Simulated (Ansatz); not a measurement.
The reference is LaAs in the CsCl type structure (space group Pm-3m, No. 221; a = 3.744 Å; a hypothetical phase, not in the database extracts checked).

(Cell as relaxed with PBE.)

Levels (all Ansatz, a quantum-chemistry and plane-wave program, PAW): PBE (420 eV, no spin-orbit coupling); r2SCAN (500 eV, scalar-relativistic without spin-orbit coupling).

Each level relaxes its own structure.

```csv
base,PBE,r2SCAN
volume per atom,26.25 Å³,26.23 Å³
lattice parameter a,3.744 Å,3.743 Å
band gap,zero,zero
```

Perturbation: a hydrostatic pressure of 9 GPa.

| quantity | PBE | r2SCAN |
|---|---|---|
| band gap | zero | (withheld) |
| shortest interatomic distance | 3.127 Å | (withheld) |

Question: Given the PBE results, estimate those of r2SCAN.

Answer: 
- band gap, r2SCAN: zero
- shortest interatomic distance, r2SCAN: 3.132 Å

PBE's shortest interatomic distance lies 0.005 Å below r2SCAN's (0.2 %); the two agree on the band gap. Neither level is exact; r2SCAN is the comparison here, not a measurement.

Load acts through the strain it causes; cell and atoms are relaxed under it. Stability against distortions was not tested. No other phases were tried under pressure. All final runs are without spin polarisation.
